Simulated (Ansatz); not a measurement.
# W vacancy + N interstitial in bcc W

All values below come from PBE, PAW (plane waves to 420 eV; Ansatz, an electronic-structure program). Cell and caveats: 54-site cell; 4×4×4 shifted k-points; start: the W site; off centre in the vacancy; no spin–orbit coupling; not converged in cell size; the relaxation kept the symmetry of the starting site; relaxed from one start, so a lower configuration may exist.

Neighbours after relaxation, in Å: of the emptied site: N 1.37; of the N atom: W 2.04, W 2.15, W 2.15, W 2.15, W 2.15.

Formation energies E_f are those of the neutral cell. Chemical conditions: impurity bounded by its compound with the host (Δμ(W) = 0.00 eV, Δμ(N) = -0.34 eV, bounded by WN (P6_3/mmc); only phases computed here count, gases as isolated molecules at 0 K). Reference phases: N: N2 molecule in a box, W: bcc W.

```tsv
charge	moment (μB)	point group	largest move off a lattice site (Å)	E_f, impurity bounded by its compound with the host (eV)
0	not spin-polarised	C4v	0.23	2.54
```

Point groups are those of the whole cell at tolerances of 0.03 and 0.1 Å ("near" where only the looser one holds); none is given for unsettled states.
